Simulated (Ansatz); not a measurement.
AlBiO₃ (Pm-3m, No. 221, 5 atoms in the cell; start mp-23080; idealised structure) was calculated with G0W0@PBEsol (hard PAW, contour deformation; Ansatz, a first-principles code).

The cell is the one relaxed with PBEsol. Conventional cell: a = 3.7540 Å, b = 3.7540 Å, c = 3.7540 Å, α = 90.00°, β = 90.00°, γ = 90.00°.

The quasiparticle gap at Γ at a fixed k mesh 4×4×4:

```json
[
 {"response cutoff": "150 eV, 405 empty bands", "value (eV)": "9.196"},
 {"response cutoff": "200 eV, 624 empty bands", "value (eV)": "9.238"},
 {"response cutoff": "250 eV, 872 empty bands", "value (eV)": "9.271"},
 {"response cutoff": "300 eV, 1147 empty bands", "value (eV)": "9.293"}
]
```

Problem. Taking the value to converge with the response cutoff E as E^(−3/2), extrapolate from the last two rows.

Solution. With y = y∞ + c/w and weights w = 3953 and 5196 for the last two rows, y∞ = (w2 y2 − w1 y1)/(w2 − w1) = (5196 × 9.293 − 3953 × 9.271)/1243 = 9.363 eV, which lies 0.070 beyond the last row. Successive pairs of rows give 9.316, 9.354, 9.363. The limit also hangs on the law assumed, so its last digits aren't firm.

The other settings are not extrapolated, so this is the limit in one setting alone.

At the last cutoff the smallest gap on this mesh is 2.49 eV, with an edge away from Γ.

Spin–orbit coupling is not included; with these elements it can move the gap by several tenths of an eV or more.

Note: filled d or f shells below the valence bands can shift G0W0 gaps through exchange with them, which wasn't tested here.

A start named mp-… is a Materials Project structure, which need not be a measured phase.
